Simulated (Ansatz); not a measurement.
Reference: GaAs (F-43m), PBEsol, rigid bands (plane waves, PAW, scalar-relativistic; Ansatz, a first-principles code); axes and stresses refer to this cell.

```yaml
crystal:
  lattice:
    - [0.00000, 2.82956, 2.82956]
    - [2.82956, 0.00000, 2.82956]
    - [2.82956, 2.82956, 0.00000]
  atoms:
    - { symbol: Ga, position: [0.00000, 0.00000, 0.00000] }
    - { symbol: As, position: [0.25000, 0.25000, 0.25000] }
```

- hole conductivity mass: 0.36 mₑ
- Seebeck coefficient, p-type 1e19 cm⁻³: 322 μV/K
- band gap: 0.42 eV

Problem. Change: spin-orbit coupling switched on. What happens to hole conductivity mass, Seebeck coefficient, p-type 1e19 cm⁻³, band gap?

Solution. hole conductivity mass increases to 0.41 mₑ; Seebeck coefficient, p-type 1e19 cm⁻³ falls to 241 μV/K; band gap drops to 0.32 eV.

Masses are for dilute carriers at 300 K, harmonic means over directions unless an axis is named. Seebeck coefficients are for the stated density at 300 K, with one relaxation time for all states and whether or not that doping can be reached. Spin-orbit coupling is left out unless a row names it; without it hole values are far off for these elements.
